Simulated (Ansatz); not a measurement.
## Hypothetical P4/nmm Cr2C, response to strain

Start from Cr2C (space group P4/nmm, No. 129; non-magnetic; a hypothetical phase, not in the database extracts checked).

```xyz
6
Lattice="3.0782 0.0000 0.0000 0.0000 3.0782 0.0000 0.0000 0.0000 5.6227" Properties=species:S:1:pos:R:3 pbc="T T T"
Cr     0.0000     0.0000     0.0000
Cr     1.5391     1.5391     0.0000
Cr     1.5391     0.0000     2.0004
Cr     0.0000     1.5391     3.6223
C      1.5391     0.0000     4.0326
C      0.0000     1.5391     1.5901
```

Cartesian axes are those of the cell as printed.

Strains are applied to the cell and any free atomic positions relax; under biaxial strain the out-of-plane vector relaxes too.

All numbers come from plane-wave PAW DFT at the PBEsol level (Ansatz, a quantum-chemistry and plane-wave program, 420 eV), without spin-orbit coupling.

Notes on the quantities. pressure: mean of the normal stresses, compression positive.

| case | shortest interatomic distance | space group | pressure |
|---|---|---|---|
| base | 2.032 Å | P4/nmm (No. 129) | 0.0 GPa |
| biaxial strain −1.71 %, plane normal [001], relaxed out of plane | 2.044 Å | P4/nmm (No. 129) | 8.1 GPa |
| biaxial strain −1.24 %, plane normal [001], relaxed out of plane | 2.041 Å | P4/nmm (No. 129) | 5.7 GPa |
| biaxial strain −0.23 %, plane normal [001], relaxed out of plane | 2.034 Å | P4/nmm (No. 129) | 1.0 GPa |
| tensor shear ε_xy = +0.31 % | 2.032 Å | Cmme (No. 67) | 0.0 GPa |

Without a gap, meshes like the base's 15×15×8 leave anisotropic stresses uncertain by several tenths of a GPa, and small strain energies with them. No phonon test of stability was made. Starting moments died away, wholly or in part, for the base; another magnetic solution may exist. The final runs are not spin-polarised.
